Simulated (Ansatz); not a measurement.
# Zr: biaxial strain +0.29 %, plane normal [001], relaxed out of plane

Start from Zr in the hcp (Mg type) structure (space group P6_3/mmc, No. 194; a = 3.231 Å, c = 5.179 Å; relaxed with 0.1 eV smearing). Axes: x lies along a and z along c of the hexagonal cell.

It is then changed as follows: tensile biaxial strain of 0.29 % in the plane normal to [001], as in epitaxy on a mismatched substrate; the out-of-plane cell vector and the atoms relax.

Method: Kohn–Sham DFT with the PBE functional, run in Ansatz (a program for electronic structure) with PAW and 420 eV plane waves, without spin-orbit coupling, earlier PAW set. Settings: 21×21×11 k-points, 0.1 eV Fermi–Dirac smearing.

| quantity | base | changed | shift |
|---|---|---|---|
| volume per atom | 23.41 Å³ | 23.49 Å³ | +0.08 Å³ |
| space group | P6_3/mmc (No. 194) | P6_3/mmc (No. 194) | – |
| pressure (mean of the normal stresses, compression positive) | 0.0 GPa | -0.3 GPa | -0.3 GPa |
| band gap | zero | zero | – |
| out-of-plane strain | – | -0.23 % | – |

Final structure (turned so that z lies along the plane normal):

```
CELL_PARAMETERS angstrom
      3.24012     0.00000     0.00000
      1.62006     2.80603     0.00000
      0.00000     0.00000     5.16718
ATOMIC_POSITIONS crystal
  Zr 0.33333 0.33333 0.75000
  Zr 0.66667 0.66667 0.25000
```

No phonon test of stability was made. The final runs are not spin-polarised.
